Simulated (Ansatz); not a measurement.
SrO (Fm-3m) under hydrostatic pressure (compression positive): hole conductivity mass by r2SCAN, rigid bands (plane waves, PAW, scalar-relativistic; Ansatz, a first-principles code). The unloaded cell, whose axes the loads refer to:

```
SrO
1.0
    0.00000     2.56121     2.56121
    2.56121     0.00000     2.56121
    2.56121     2.56121     0.00000
Sr O
1 1
Cartesian
  0.00000   0.00000   0.00000
  2.56121   2.56121   2.56121
```

```csv
hydrostatic pressure (compression positive) (GPa),volume per atom (Å³),hole conductivity mass (mₑ)
-5.4,17.96,1.51
-3.6,17.52,1.46
-1.8,17.14,1.42
0,16.80,1.39
1.8,16.49,1.36
3.6,16.22,1.33
7.2,15.73,1.28
10.8,15.31,?
```

Question: Fit a straight line to ln(hole conductivity mass) against the load over the rows given, and predict the row at 10.8 GPa.

Answer: The means are x̄ = 0.257 GPa and ȳ = 0.3300; Σ(x − x̄)(y − ȳ) = -1.455 and Σ(x − x̄)² = 112.9, so the slope is -1.29 % per GPa, and the rows given lie within 0.92 % of the line. At 10.8 GPa the line gives 1.21 mₑ; the calculation gives 1.24 mₑ, 2.1 % from it.

Masses are for dilute carriers at 300 K, harmonic means over directions unless an axis is named. Spin-orbit coupling is left out. Stresses and pressures are the targets of the relaxation. The structure type is held at every load. Geometry: cell and atoms relaxed with PBEsol.
